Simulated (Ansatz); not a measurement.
**Several settings converged on W (Im-3m, 1 atom in the cell)**

```
CELL_PARAMETERS angstrom
     -1.57210     1.57210     1.57210
      1.57210    -1.57210     1.57210
      1.57210     1.57210    -1.57210
ATOMIC_POSITIONS crystal
  W  0.00000 0.00000 0.00000
```

Base method: PBE (plane waves, PAW; Ansatz, an electronic-structure program).

Base settings: basis.ecutwfc = 30.9 Ry; kpoints.mp_grid.grid = 15 15 15; hamiltonian.xc = pbe; hamiltonian.pseudopotentials = {kind: paw} (the program's default PAW files); scf.occupations.method = fermi_dirac; scf.occupations.width = 0.0073 Ry.

The count of work is k-points × plane waves × bands × iterations; it is no time. 

**The cutoff for other potential files**

Level: DFT, PBE, plane waves, harder PAW files (source: ansatz).

In this ladder: hamiltonian.pseudopotentials = {kind: paw, source: ansatz}.

The second cell is the first with its lattice scaled by 0.98.

The mesh stays at the base's, so the ladder's end is converged at best in this setting alone.

The first pressure column holds Ansatz's estimate of the finite-basis (Pulay) stress, which hides part of the cutoff error; the other is without it.

Only quantities that move along the ladder and can be compared are tabulated.

| basis.ecutwfc | free energy less the last step's (meV/atom) | energy of the compressed cell less the first (meV/atom) | pressure (GPa) | pressure without the Pulay estimate (GPa) | count of work / last |
|---|---|---|---|---|---|
| 25 Ry | 121755.72 | 1569.83 | 55.72 | -7688.94 | 0.11 |
| 30.9 Ry | 15152.55 | 268.31 | 30.33 | -1110.09 | 0.15 |
| 39 Ry | 807.07 | 138.83 | 12.27 | -71.98 | 0.20 |
| 47.4 Ry | 16.62 | 136.97 | 12.56 | 9.56 | 0.29 |
| 55.9 Ry | 1.44 | 136.96 | 12.57 | 12.56 | 0.33 |
| 66.9 Ry | 0.76 | 136.97 | 12.57 | 12.57 | 0.46 |
| 83.8 Ry | 0.34 | 136.96 | 12.57 | 12.56 | 0.67 |
| 111.7 Ry | 0.00 | 136.96 | 12.57 | 12.56 | 1.0 |

Coarsest basis.ecutwfc that holds the free energy within 5 meV/atom of the last step, with all finer ones: 55.9 Ry, at 0.33 of the last step's count of work; the step before is off by 17 meV/atom.

Coarsest basis.ecutwfc that holds the pressure within 0.05 GPa of the last step, with all finer ones: 47.4 Ry, at 0.29 of the last step's count of work; the step before is off by 0.30 GPa.

Coarsest basis.ecutwfc that holds the energy of the compressed cell less the first within 0.5 meV/atom of the last step, with all finer ones: 47.4 Ry, at 0.29 of the last step's count of work; the step before is off by 1.9 meV/atom.

The energy difference between the two cells stays within 1 meV/atom of the last step's from 47.4 Ry on, the total only from 66.9 Ry on: much of the error is common to both cells and cancels.

At the lowest cutoff the pressure without the Pulay estimate lies 7700 GPa under the last step's, the usual sign of Pulay stress in an incomplete plane-wave basis.

**The relaxed cell against the cutoff**

In this ladder: relax = cell and atoms.

The mesh stays at the base's, so the ladder's end is converged at best in this setting alone.

Only quantities that move along the ladder and can be compared are tabulated.

| basis.ecutwfc | relaxed volume (Å³/atom) | relaxation steps |
|---|---|---|
| 15.4 Ry | 16.409 | 18 |
| 18.4 Ry | 16.197 | 13 |
| 21.7 Ry | 16.152 | 10 |
| 26.1 Ry | 16.141 | 8 |
| 30.9 Ry | 16.140 | 6 |
| 37.1 Ry | 16.139 | 6 |
| 46.3 Ry | 16.139 | 6 |
| 61.7 Ry | 16.139 | 6 |

Coarsest basis.ecutwfc that holds the relaxed volume within 0.016 Å³/atom of the last step, with all finer ones: 21.7 Ry; the step before is off by 0.058 Å³/atom.

At the lowest cutoff the cell relaxes to a volume 1.7 % larger than at the highest. Ansatz relaxes on a stress corrected for the finite basis.

On the base run: the starting cell has typed, rounded lattice constants, without a prior relaxation at this level. Its lattice was rescaled by up to half a per cent. Spin polarisation is off.

Keys are those of Ansatz 0.2.
